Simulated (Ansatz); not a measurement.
Given:

```xyz
4
Lattice="4.7883 0.0000 0.0000 -2.3942 4.1468 0.0000 0.0000 0.0000 5.8409" Properties=species:S:1:pos:R:3 pbc="T T T"
Ge     2.3942     1.3823     0.2008
Ge     0.0000     2.7645     3.1213
Se     2.3942     1.3823     3.4509
Se     0.0000     2.7645     0.5304
```

No spin polarisation.

Calculations: PBEsol (Ansatz, a program for electronic structure, PAW, without spin-orbit coupling), earlier PAW set. Settings: 8×8×6 k-points, 0.05 eV Fermi–Dirac smearing.

Question: Predict the band gap.

Answer: 0.86 eV.

Question: Estimate the smallest direct gap.

Answer: 1.27 eV.

Question: What is the computed gap character?

Answer: Indirect, M–K (60 % along) → K–Γ (73 % along).

Question: What width of the top valence band does the calculation give?

Answer: 2.10 eV.

Load acts through the strain it causes; cell and atoms are relaxed under it. No phonon test of stability was made. The cell was made from GeSe (space group P6_3mc, No. 186; a hypothetical phase, not in the database extracts checked) by this change: pressure −2 GPa.
